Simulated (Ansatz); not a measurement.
**MgS, pressure series**

Base system: MgS in the rock salt structure (space group Fm-3m, No. 225; a = 5.182 Å).

Cell and atoms are relaxed at each pressure.

Level of theory: Ansatz (an electronic-structure program) PBEsol, no SOC.

Two rows of this table had their results exchanged by mistake.

```
pressure          volume per atom (Å³)  shortest distance (Å)  band gap
----------------  --------------------  ---------------------  --------
pressure −2 GPa                  17.87                  2.614   2.67 eV
pressure −1 GPa                  16.03                  2.522   2.88 eV
pressure 0.3 GPa                 17.33                  2.588   2.73 eV
pressure 0.7 GPa                 17.24                  2.583   2.74 eV
pressure 1.5 GPa                 17.07                  2.575   2.76 eV
pressure 3 GPa                   16.78                  2.560   2.80 eV
pressure 5 GPa                   16.43                  2.542   2.84 eV
pressure 7.5 GPa                 17.62                  2.602   2.70 eV
pressure 10 GPa                  15.68                  2.503   2.92 eV
```

Problem. Which two?

Solution. The rows for pressure −1 GPa and pressure 7.5 GPa: the volume has to fall steadily with pressure, so 17.62 Å³ belongs to pressure −1 GPa and 16.03 Å³ to pressure 7.5 GPa.

Load acts through the strain it causes; cell and atoms are relaxed under it. Whether these cells are dynamically stable was not tested. Competing high-pressure phases were not computed.
